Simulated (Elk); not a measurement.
Band structure of In2Au3 (P-3m1, 5 atoms in the cell).

```
CELL_PARAMETERS angstrom
      4.57401     0.00000     0.00000
     -2.28700     3.96121     0.00000
      0.00000     0.00000     5.68874
ATOMIC_POSITIONS crystal
  In 0.66667 0.33333 0.32167
  In 0.33333 0.66667 0.67833
  Au 0.66667 0.33333 0.80654
  Au 0.33333 0.66667 0.19346
  Au 0.00000 0.00000 0.00000
```

Method: Elk 10.2.4 with PBEsol, all-electron FP-LAPW, Elk's shipped species files, APW+lo basis with extra local orbitals.

Settings: xctype = 22; rgkmax = 7.5; stype = 0; swidth = 0.00499791 Ha; ngridk = 7 7 5; gmaxvr = 16 1/bohr; nxlo = 2; lorbcnd = true; rmtscf = 0.9; lmaxi = 3; maxscl = 100.

The starting cell comes from a database of computed structures (which also holds hypothetical and non-ambient phases and stackings), without a prior relaxation at this level. Its lattice was rescaled by a random factor within 2.5 % of one. Spin-orbit coupling is off. Values depend on the basis (sphere radii, cutoffs, local orbitals), which need not be converged.

Levels in eV from the Fermi level, bands 62 to 69:
```csv
point,62,63,64,65,66,67,68,69
Γ,-3.21,-2.73,-2.40,1.58,2.37,2.37,3.36,4.08
M,-3.28,-3.11,-1.75,-1.54,-0.78,-0.36,0.79,2.79
K,-3.44,-3.44,-3.40,-0.27,-0.27,0.67,0.91,0.91
A,-3.18,-3.18,1.07,2.09,2.46,2.46,2.95,4.05
L,-3.27,-3.27,-3.16,-2.44,0.18,1.79,2.26,2.33
H,-3.41,-3.41,-2.75,-2.22,-2.22,-1.12,5.92,5.92
```

Bands cross the Fermi level along this path, so the cell is metallic at this level.
